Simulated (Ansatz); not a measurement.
# GaN, carrier doping

Consider GaN in the wurtzite structure (space group P6_3mc, No. 186).

```
CELL_PARAMETERS angstrom
      3.18259     0.00000     0.00000
     -1.59130     2.75621     0.00000
      0.00000     0.00000     5.18548
ATOMIC_POSITIONS crystal
  Ga 0.66667 0.33333 0.00091
  Ga 0.33333 0.66667 0.50091
  N  0.66667 0.33333 0.62429
  N  0.33333 0.66667 0.12429
```

Carriers are added at fixed cell with a uniform background; the Fermi–Dirac width is that of 300 K.

Calculations: PBEsol (Ansatz, a quantum-chemistry and plane-wave program, PAW, without spin-orbit coupling).

Notes on the quantities. Fermi level from band edge: Fermi level relative to the doped band's edge (positive inside the band; to 0.05 eV).

```csv
change,gap between the host's bands,Fermi level from band edge
undoped,1.88 eV,–
electrons 1.5×10^21 cm⁻³,1.85 eV,+1.45 eV
electrons 5.0×10^21 cm⁻³,1.79 eV,+2.20 eV
electrons 7.0×10^21 cm⁻³,1.77 eV,+2.35 eV
electrons 1.0×10^22 cm⁻³,1.74 eV,+2.50 eV
holes 1.5×10^21 cm⁻³,1.91 eV,+0.20 eV
holes 5.0×10^21 cm⁻³,1.99 eV,+0.40 eV
holes 7.0×10^21 cm⁻³,2.03 eV,+0.45 eV
holes 1.0×10^22 cm⁻³,2.10 eV,+0.55 eV
```

Charged cell with a jellium background: band edges are those of the host's band count, energies are not comparable with the neutral cell, and many-body gap narrowing is missing. Stability against distortions was not tested.
